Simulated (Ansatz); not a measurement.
**H2 on the (111) surface of germanium (2x2 Ge adatom at T4; a constructed slab, bottom: 4 H on 4 bottom sites), one in a cell of 57 Å², started at the site 'bridge Ge-Ge (span 4.7 Å)'**

The numbers are results of PBE with D3(BJ) dispersion (plane waves to 420 eV, PAW; Ansatz, a first-principles code), not measurements.

Set-up: 39 atoms, 13.7 Å thick at the start with caps and adatoms under the adsorbate (thin: gaps and levels are the slab's own); mesh 3x3x1; 0.01 eV smearing; dipole correction on; 20 atoms held, the rest relaxed; no symmetry held; no spin (no spin-polarised run to compare, though such a face may carry moments), no spin-orbit, no U. The slab shows no gap over 0.04 eV on its mesh. At the end no host atom lies within bonding distance. In D3-corrected PBE it is, or lies within 0.03 eV of, the lowest of the starts that converged.

```yaml
adsorption energy against H2(g): -0.059 eV
change_of_the_step_from_the_bottom_to_the_top_vacuum_level_against_the_clean_slab: 0.001 eV
energy_released_by_relaxation: 0.19 eV
height of the binding atom over the mean of the host atoms within 0.3 Å of the top one: 2.567 Å
nearest_host_atoms_of_the_binding_atom: Ge at 3.66 Å, Ge at 3.95 Å, Ge at 4.59 Å
largest_move_of_a_host_atom: 0.09 Å
caution: the clean host was not checked against rearrangement in a larger or rattled cell
note: in the relaxation the adsorbate left its starting site by 0.6 Å
cost: very roughly 30 core-minutes
```

A negative adsorption energy means that the adsorbate is more stable on the surface than in its reference.
